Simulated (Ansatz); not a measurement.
A. GaSb (zinc blende, F-43m)
B. fcc (Cu type) Sr
C. MgO in the rock salt structure
D. fcc (Cu type) Cu

Problem. Rank these crystals by Grüneisen parameter at 300 K, lowest first, as quasi-harmonic lattice dynamics on DFT at the PBEsol level (Ansatz, an electronic-structure program) gives it.

Solution. A (0.76), B (1.28), C (1.60), D (2.07)

 Spin-orbit coupling is not included. The runs of GaSb (PBEsol), Sr (PBEsol) noted for some cells that some bands missed the eigensolver's tolerance or that the k mesh resolves the field response roughly; how far this moves their values was not measured.

Whether this phase is the stable one at each condition was not tested.
